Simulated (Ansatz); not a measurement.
MgO under load (space group I4/mmm), Ansatz (a first-principles code) with r2SCAN, rigid bands. Condition of this run: biaxial stress in (001) of 6 GPa (compression positive) (the target of the relaxation). Band gap 5.81 eV, N_c = 5.78e18 cm⁻³ and N_v = 9.97e19 cm⁻³ at 300 K, conductivity masses along y (a = (0.00, 2.07, 2.13) Å; b = (2.07, 0.00, 2.13) Å; c = (2.07, 2.07, 0.00) Å) of 0.387 mₑ (electrons) and 2.24 mₑ (holes). Take k_BT = 0.02585 eV.

Q: What thermal injection velocity √(2k_BT/πm) limits a ballistic channel along the direction named?

A: 8.65e6 cm/s for electrons and 3.59e6 cm/s for holes, a ratio of √(m_h/m_e) = 2.41, for dilute carriers.

Q: A film of it is 5 nm thick, with its normal along the direction named. Estimate the confinement energies in an infinite well.

A: ħ²π²/(2m t²) = 0.376 eV·nm²/(m/mₑ × t²) gives 38.9 meV for electrons and 6.71 meV for holes, so the gap would widen to about 5.86 eV. Finite barriers and nonparabolic bands lower this, and with several valleys or bands the heaviest mass along the normal sets the lowest level, not this average.

Q: Find the intrinsic carrier density and the intrinsic Fermi level.

A: n_i = √(N_c N_v) exp(−E_g/2k_BT) = 2.40e19 × exp(−112.37) = 3.8e-30 cm⁻³. The level lies (k_BT/2) ln(N_v/N_c) = 37 meV from mid-gap (positive towards the conduction band). Each 0.1 eV added to the gap lowers n_i by a factor of 6.9.

Rigid bands with the computed gap; masses take one relaxation time for all states. Spin-orbit coupling is left out. Geometry: cell and atoms relaxed with PBEsol.
